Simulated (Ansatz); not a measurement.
Given:

```
CELL_PARAMETERS angstrom
      3.87639     0.00000     0.00000
     -1.93819     3.35705     0.00000
      0.00000     0.00000     6.18261
ATOMIC_POSITIONS crystal
  Zr 0.00000 0.00000 0.00000
  S  0.33333 0.66667 0.21878
  S  0.66667 0.33333 0.78122
```

No spin polarisation.

Calculations: Ansatz (a first-principles code) r2SCAN+rVV10, no spin-orbit coupling. k-mesh 10×10×6 (Γ-centred); smearing 0.05 eV (Fermi–Dirac).

Q: Estimate the band gap.

A: 1.63 eV.

Q: Predict the smallest direct gap.

A: 1.80 eV.

Q: Estimate the space group.

A: P-3m1 (No. 164).

The cells carry an imposed strain or load. No phonon test of stability was made. The cell was made from ZrS2 in the CdI2 type structure (space group P-3m1, No. 164; layered, stacked along the Cartesian z axis) by this change: isotropic strain +5.50 %.
